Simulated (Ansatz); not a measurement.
The parent structure is Al₂Cu (space group Fm-3m, No. 225; a = 5.736 Å; a cell from a computed database, its experimental status unchecked; relaxed with 0.1 eV smearing). Axes: x, y, z lie along the cube axes.

Calculations: Ansatz (an electronic-structure program), r2SCAN, PAW, cutoff 500 eV, no spin-orbit coupling, earlier PAW set.

Base values:

- Shortest interatomic distance = 248.4 pm

Modification: uniaxial stress, 8 GPa tension along x, with the cell and atoms free to relax against it.

**Question.** What happens to the strain response, energy relative to the base and shortest interatomic distance?

**Answer.** The strain response (xx, yy, zz) is (+7.53, −2.09, −2.09) %; the energy increases by 32 meV/atom; the shortest interatomic distance grows by 3.0 pm (248.4 pm → 251.4 pm).

Beyond what the load breaks, stability against distortions was not tested. The base started in I4/mmm and relaxed to Fm-3m at this level. The final runs are not spin-polarised.
